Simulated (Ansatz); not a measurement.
Troubleshooting Ansatz (a quantum-chemistry and plane-wave program): a failed run on NiF₃ (R-3c, 8 atoms in the cell). The aim is a self-consistent single point with DFT, PBEsol, plane waves, default PAW files made with PBE.

Input as run:

Ansatz 0.2 input:
```yaml
# NiF3
crystal:
  lattice:
    - [2.345673, 1.354275, 4.234321]
    - [-2.345673, 1.354275, 4.234321]
    - [0.000000, -2.708550, 4.234321]
  atoms:
    - { symbol: Ni, position_ang: [0.000000, 0.000000, 0.000000], spin: 2.0 }
    - { symbol: Ni, position_ang: [0.000000, 0.000000, 6.351481], spin: 2.0 }
    - { symbol: F, position_ang: [-0.858024, -1.222409, 7.410062] }
    - { symbol: F, position_ang: [0.858024, 1.222409, 5.292901] }
    - { symbol: F, position_ang: [1.487649, -0.131866, 7.410062] }
    - { symbol: F, position_ang: [-1.487649, 0.131866, 5.292901] }
    - { symbol: F, position_ang: [-0.629626, 1.354275, 7.410062] }
    - { symbol: F, position_ang: [0.629626, -1.354275, 5.292901] }
basis:
  ecutwfc: 420.0
kpoints:
  mp_grid: { grid: [6, 6, 6] }
hamiltonian:
  xc: pbesol
  pseudopotentials: { kind: paw }
magnetization:
  spin_polarized: true
  spin_orbit: true
scf:
  occupations: { method: fermi_dirac, width: 0.1 }
output:
  forces: true
  eigenvalues: true
  stress: true
```

The program printed (abridged):

```
Error: inconsistent input (magnetization.spin_orbit, magnetization.noncollinear): true requires noncollinear: true — spin–orbit coupling acts on 2-spinor wavefunctions; set both flags
```

Question: Read the log: what does the program object to, and what is the fix?

Answer: The fault is spin-orbit coupling without the non-collinear switch. Spin-orbit coupling mixes the two spin components, so the orbitals must be spinors. To fix it, switch non-collinear spin on with it, or drop the coupling. The program stopped before any SCF iteration.

The sound input it was made from differs as follows (other fixes are possible):
```diff
-  spin_orbit: true
```

With that input, the run converged in 12 iterations: free energy E − TS (on the zero of these files) -16408.3742 eV; Fermi level (on the code's own zero) 5.83 eV; pressure 7.86 GPa; largest force (vector length) 0.301 eV/Å; size of the cell's spin moment 1.99 μB (DFT, PBEsol, plane waves, default PAW files made with PBE).

On the sound input: the starting cell comes from a database of computed structures (which also holds hypothetical and non-ambient phases and stackings), without a prior relaxation at this level. Its lattice was rescaled by a random factor within 2.5 % of one. The magnetic order is the one reached from the typed start; others were not searched systematically. With a pressure of about 8 GPa the cell is away from its equilibrium volume at this level. Ansatz's pressure includes its estimate of the finite-basis (Pulay) stress. Without the estimate this run gives 6.79 GPa.
